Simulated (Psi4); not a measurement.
Psi4 1.11, B3LYP/def2-svp: Ta(OH)3(OSiH3)2 ([OH][Ta]([OH])([OH])([O][SiH3])[O][SiH3]), 17 atoms. The geometry is a generated start, not checked to be a minimum at this level.

* **task**: energy
* **method**: b3lyp
* **basis**: def2-svp
* **memory**: 3 GB
* **maxiter**: 100
* **keys of the molecule block**: symmetry c1
* **scf_type**: df (default)
* **guess**: auto, which took SAD (default)
* **scf_initial_accelerator**: adiis (default)
* **e_convergence**: 1e-06 (default)
* **d_convergence**: 1e-06 (default)
* **dft_radial_points**: 75 (default)
* **dft_spherical_points**: 302 (default)
* **effective core potentials**: those of the basis set, past Kr
* **basis functions**: 183
* **grid points**: 363883

```xyz
17

Ta     0.0584     0.4131     0.9057
O      1.9102     0.4667     1.2431
H      2.6673     0.7456     0.7227
O     -0.2719    -0.0869     2.6096
H     -0.3842    -0.0986     3.5586
O     -1.0905     1.9138     1.1007
H     -1.2273     2.6401     0.4870
O      0.4260     1.0228    -0.8563
Si     0.4552     1.5346    -2.3731
H     -0.4670     0.7239    -3.1802
H      1.8373     1.4162    -2.8615
H      0.0338     2.9491    -2.3716
O     -0.6419    -1.1811     0.1868
Si    -0.7913    -2.7827     0.2070
H      0.5128    -3.3711    -0.1430
H     -1.8193    -3.1021    -0.7915
H     -1.2078    -3.2035     1.5562
```

Charge 0 and multiplicity 1 are set for this test and not shown to be the ground state.

One run each on 2 threads. Values of diis_max_vecs tried: 3, 6, 10 (default), 20.

Problem. Which value of diis_max_vecs needs the fewest SCF iterations, and what happens away from it?

Solution. Fewest SCF iterations, within one of each other: 6 with 10, 10 (default) with 10, 20 with 10. The count rises to 19 at 3. All converge to one solution.

| diis_max_vecs | SCF iterations | end |
|---|---|---|
| 3 | 19 | same solution |
| 6 | 10 | same solution |
| 10 (default) | 10 | same solution |
| 20 | 10 | same solution |
